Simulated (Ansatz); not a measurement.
# Predicting a run: wurtzite GaN (P6_3mc), hydrostatic pressure (both signs)

Cell and atoms relaxed with PBEsol to each stress σ (compression positive); gaps by r2SCAN with spin-orbit coupling, rigid bands (plane waves, PAW; Ansatz, an electronic-structure program). Unloaded cell: a = 3.183 Å, b = 3.183 Å, c = 5.185 Å, α = 90.00°, β = 90.00°, γ = 120.00°.

```tsv
σ (GPa)	ln(V/V₀) (%)	gap (eV)
0	0	2.348
-12.00	7.51	1.825
-4.00	2.23	2.192
4.00	-2.03	2.489
8.00	-3.89	2.619
16.00	-7.24	2.852
```

Task: Fit E_g = 2.348 eV + aσ + bσ² and ε = cσ + dσ² to the loaded rows by least squares.

Result: a = 0.0382 eV/GPa, b = -4.31e-04 eV/GPa²; c = -0.548 %/GPa, d = 0.00617 %/GPa².

Task: One run was withheld, at σ = -8.00 GPa. Predict its gap and its ln(V/V₀), then set them beside the run.

Result: E_g = 2.348 + (0.0382)(-8.00) + (-4.31e-04)(-8.00)² = 2.015 eV and ε = (-0.548)(-8.00) + (0.00617)(-8.00)² = 4.78 %. The run gave 2.019 eV and 4.71 %, misses of 0.004 eV and 0.07 percentage points.

Gaps are resolved to about 0.01 eV; third decimals are kept for the arithmetic. Every relaxation keeps the wurtzite phase (space group P6_3mc under this load), so a transition, a distortion that breaks the symmetry or fracture can't show.
